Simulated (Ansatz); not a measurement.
Reference: CoSi2 (Fm-3m), PBEsol, DFPT electron-phonon coupling, linearised Boltzmann equation (plane waves, PAW, scalar-relativistic; Ansatz, an electronic-structure program); geometry: relaxed with this functional, without spin-orbit coupling.

Space group Fm-3m (No. 225); a = 5.3117 Å, b = 5.3117 Å, c = 5.3117 Å, α = 90.00°, β = 90.00°, γ = 90.00°

```
atom  site  symmetry       x       y       z
----  ----  --------  ------  ------  ------
Co      4a      m-3m  0.0000  0.0000  0.0000
Si      8c      -43m  0.2500  0.2500  0.2500
```
(The calculation used a cell of 3 atoms; values per cell refer to that cell.)

- resistivity at 300 K = 9.1 μΩ·cm
- mean free path at 300 K = 10.8 nm
- electron-phonon coupling λ = 0.38
- logarithmic mean phonon energy = 26 meV

### Question
Swap Co for Ni, keeping the structure type. How do these values move?

### Answer
NiSi2 (Fm-3m): volume per atom 12.5 to 13.0 Å³; resistivity at 300 K rises (9.1 μΩ·cm to 11.2 μΩ·cm); mean free path at 300 K rises (10.8 nm to 13.5 nm); electron-phonon coupling λ falls (0.38 to 0.27); logarithmic mean phonon energy falls (26 meV to 19.2 meV).

Moves up to 6 % count as about the same. Metals; harmonic phonons alone scatter; means over directions. The mean free path is weighted by the current that each state carries. Halving the electron mesh moves these values by up to 4 %; q meshes are mostly untested. Some of the runs warned that the eigensolver left states short of its tolerance. Spin-orbit coupling is left out.

Treated as nonmagnetic (a ferromagnetic start lost its moment, other orders weren't tried): CoSi2 (Fm-3m), NiSi2 (Fm-3m).
